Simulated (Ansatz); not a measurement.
Start from IrO₂ in the rutile structure (space group P4_2/mnm, No. 136).

```xyz
6
Lattice="4.4718 0.0000 0.0000 0.0000 4.4718 0.0000 0.0000 0.0000 3.1536" Properties=species:S:1:pos:R:3 pbc="T T T"
Ir     0.0000     0.0000     0.0000
Ir     2.2359     2.2359     1.5768
O      1.3809     1.3809     0.0000
O      3.6168     0.8550     1.5768
O      0.8550     3.6168     1.5768
O      3.0909     3.0909     0.0000
```

The other end (x = 1) is OsO₂ in the rutile structure (space group P4_2/mnm, No. 136; a model cell): 10.52 Å³/atom, gap zero.

Calculations: PBEsol, PAW, 420 eV (Ansatz, a program for electronic structure; no spin-orbit coupling).

Os replaces a fraction x of Ir; each row is one arrangement (x, atoms in the cell, starting space group or random), fully relaxed.

One change was made to it. Results:

```tsv
quantity	base	after
mixing energy (to 0.01 eV only: unlike meshes or grids)	–	-0.02 eV/atom
deviation of the volume from the linear (Vegard-type) interpolation	–	+0.1 %
shortest interatomic distance	1.953 Å	1.925 Å
```

Q: What was done to the base?
A. x(Os) = 0.75, 12 atoms, Immm
B. x(Os) = 0.75, 12 atoms, C2/m
C. x(Os) = 0.5, 12 atoms, I4_1md
D. x(Os) = 0.25, 12 atoms, Cmmm

A: D, x(Os) = 0.25, 12 atoms, Cmmm. For comparison, the shortest interatomic distance in the other runs: x(Os) = 0.75, 12 atoms, Immm gives 1.933 Å; x(Os) = 0.75, 12 atoms, C2/m gives 1.934 Å; x(Os) = 0.5, 12 atoms, I4_1md gives 1.940 Å.

These are small ordered cells, not random alloys; other orderings at the same x differ. No phonon test of stability was made. No Hubbard U is applied, and correlation can decide whether such a compound is a metal. All final runs are without spin polarisation. An odd electron count without spin: OsIr3O8 and Os3IrO8.
